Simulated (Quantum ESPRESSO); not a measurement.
A working Quantum ESPRESSO input for SnS (Fm-3m, 2 atoms in the cell) (DFT, LDA (PZ), plane waves, GBRV 1.5 ultrasoft (LDA) pseudopotentials):

```fortran
&CONTROL
    calculation = 'scf'
    prefix = 'run'
    outdir = './work'
    pseudo_dir = './'
    tprnfor = .true.
    tstress = .true.
/
&SYSTEM
    ibrav = 0
    celldm(1) = 7.7643587992
    nat = 2
    ntyp = 2
    ecutwfc = 40
    ecutrho = 200
    occupations = 'smearing'
    smearing = 'gauss'
    degauss = 0.019992
/
&ELECTRONS
    conv_thr = 1.0d-10
/
ATOMIC_SPECIES
Sn   118.7100  sn_lda_v1.4.uspp.F.UPF
S     32.0600  s_lda_v1.4.uspp.F.UPF
ATOMIC_POSITIONS {alat}
Sn    0.7071067812    0.7071067812    0.7071067812
S     0.0000000000    0.0000000000    0.0000000000
K_POINTS {automatic}
5 5 5  0 0 0
CELL_PARAMETERS {alat}
   0.0000000000     0.7071067812     0.7071067812
   0.7071067812     0.0000000000     0.7071067812
   0.7071067812     0.7071067812     0.0000000000
```

The run converged in 10 iterations: free energy E − TS -2490.4982 eV; pressure -3.98 GPa. Each of these slips is then made, one at a time:

(1)
```diff
-S     32.0600  s_lda_v1.4.uspp.F.UPF
+S     32.0600  s-lda-v1.4.uspp.F.UPFx
```

(2)
```diff
+    electron_maxstep = 2
```

(3)
```diff
+    tot_charge = 1
```

Q: Predict the outcome of each change.

A: 
(1) A potential or basis that cannot be found. The program stopped before any SCF iteration.
```
Error in routine readpp (1):
file ./s-lda-v1.4.uspp.F.UPFx not found
```

(2) An iteration limit that is too low. The run ended unconverged after 2 iterations.

(3) An unintended net charge. The run converged in 9 iterations without an error; against the sound input the pressure goes from -3.98 to -52.27 GPa.

The starting cell comes from a database of computed structures (which also holds hypothetical and non-ambient phases and stackings), without a prior relaxation at this level. In the base run, with a pressure of about -4 GPa the cell is away from its equilibrium volume at this level. A gap is left out here, as mesh or smearing make it unsure.

Left out of this page: 4 runs of the series outside the window shown, repeating another row's setting, or not comparable.
